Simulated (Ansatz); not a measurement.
Cost and result by functional for the adsorption energy of NH2 on the 1x1 (10-10) surface of wurtzite ZnO (cut with top plane O + Zn), one in a 2x1 cell, started at the site 'bridge Zn-Zn (span 3.3 Å) #2', in Ansatz (plane waves, PAW). Single points on the PBE structure, on one kind of machine; costs are rough ratios of the slab run's core time (references not counted) to the cheapest single point. r2SCAN's cost holds its higher cutoff (500 against 420 eV). Differences are taken against r2SCAN for comparison alone: no measured value is at hand, so the table doesn't rank accuracy. The points keep PBE's geometry, so the relaxation of a polaron and the settling of charge on one site are left out.

Host crystal: wurtzite ZnO, with a band gap (PBE, scalar-relativistic without spin-orbit coupling).

Set-up: 35 atoms, 9.4 Å thick at the start under the adsorbate (thin: gaps and levels are the slab's own); mesh 3x4x1; 0.01 eV smearing; dipole correction on; 16 atoms held, the rest relaxed; no symmetry held; spin-polarised, ending with about 1.0 μB a cell, a value that depends on the mesh; orders that need a larger cell were not tried, no spin-orbit, no U, no dispersion correction. Its gap by band count is narrow, 0.07 eV on this mesh, and the smearing reaches across it. At the end it is bonded to Zn. In PBE it is, or lies within 0.03 eV of, the lowest of the starts that converged. These notes are the PBE run's. RPBE: The program's check for a lower electronic state was not made. r2SCAN: The program's check for a lower electronic state was not made. Adsorption energies are against NH3(g) − ½ H2(g). A negative adsorption energy means that the adsorbate is more stable on the surface than in its reference.

```tsv
functional	relative cost	adsorption energy (eV)	less r2SCAN (eV)
RPBE	1	1.53	0.21
r2SCAN	2	1.33	0.00
PBE (the relaxed run's value)	–	1.46	0.13
```

The values span 0.21 eV, while the single points' costs differ by a factor of roughly 2. Differences are of unrounded values.

Ansatz is a first-principles code.
